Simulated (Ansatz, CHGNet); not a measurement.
## BP (model structure, started from the WC type, P-6m2, No. 187, 2 atoms in the cell): properties by level of theory

| level (code) | lattice constant a (Å) | lattice parameter c (Å) |
|---|---|---|
| CHGNet 0.3.0 | … | 2.574 |
| PBE (Ansatz) | 3.006 | 2.662 |
| PBEsol (Ansatz) | … | … |
| r²SCAN (Ansatz) | 3.024 | 2.626 |
| r²SCAN+rVV10 (Ansatz) | 3.017 | 2.627 |

Question: Complete the blanks.

Answer: 
- CHGNet 0.3.0, lattice constant a (Å): 3.063
- PBEsol (Ansatz, a quantum-chemistry and plane-wave program), lattice constant a (Å): 2.978
- PBEsol (Ansatz), lattice parameter c (Å): 2.651

Ansatz's density-functional and Hartree–Fock values are scalar-relativistic unless marked +SOC, with PAW data made under PBE.

Static lattice: no zero-point or thermal effects.

A model structure was made by putting elements into a prototype or built by hand; it is no filed structure, need not be a known phase, and can be a saddle point held by its symmetry.
